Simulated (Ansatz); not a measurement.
How far PBE and PBEsol part for hypothetical fluorite YbSi2, Yb → Sm

The parent structure is YbSi$_{2}$ in the fluorite structure (space group Fm-3m, No. 225; a = 6.457 Å; a hypothetical phase, not in the database extracts checked).

(Cell as relaxed with PBE.)

Levels (all Ansatz, a program for electronic structure, PAW, earlier PAW set): PBE (420 eV, no spin-orbit coupling); PBEsol (420 eV, no spin-orbit coupling).

Each level relaxes its own structure.

| base | PBE | PBEsol |
|---|---|---|
| volume per atom | 22.44 Å³ | 21.27 Å³ |
| lattice parameter a | 6.457 Å | 6.343 Å |
| band gap | zero | zero |

Perturbation: full substitution Yb → Sm, then cell and atoms are relaxed.

| quantity | PBE | PBEsol |
|---|---|---|
| magnetic state | ferromagnetic | ? |
| largest site moment | 5.41 μB | ? |
| volume per atom | 24.28 Å³ | ? |

Q: Predict the PBEsol column.

A: 
- magnetic state, PBEsol: ferromagnetic
- largest site moment, PBEsol: 5.38 μB
- volume per atom, PBEsol: 22.93 Å³

PBE's volume per atom lies 1.35 Å³ above PBEsol's (5.9 %); the two agree on the magnetic state. Neither level is exact; PBEsol is the comparison here, not a measurement.

Other magnetic orders, which the real material may have, were not ruled out. The 4f electrons are in the valence with no U and their state was not checked, so volumes and moments can be off. Stability against distortions was not tested. As relaxed here, SmSi2 is a hypothetical phase, not in the database extracts checked. Starting moments died away, wholly or in part, for the base; another magnetic solution may exist. Spin-polarised in the final run: PBE SmSi2 and PBEsol SmSi2; the other runs are not.
